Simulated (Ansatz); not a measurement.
Structures of equal composition on the (100) surface of rock-salt TiC: Al on all Ti sites of the second plane; Al on all Ti sites of the top plane. The slabs share one bottom face, and each structure is named by its start. These are constructed structures in small cells; real faces may alloy, dewet or reconstruct in larger ones, and not all known structures of the face are among them. Slabs of about 13 Å, Fermi-Dirac smearing of 0.1 eV. Bottom of the slabs: a bare face, its two planes held. Relaxed from the named starts with such symmetry as they have, on meshes of like density; energies extrapolated to zero smearing; spin only where a row says so; no spin-orbit coupling, no U. Brackets mark spin-polarised runs, whose order is one that fits the cell.

Calculation: PBE (plane waves to 420 eV, PAW; Ansatz, a quantum-chemistry and plane-wave program).

Order them by energy per 1x1 cell (lowest first) at the level PBE.

Al on all Ti sites of the top plane (0.000 eV), Al on all Ti sites of the second plane (0.372 eV)
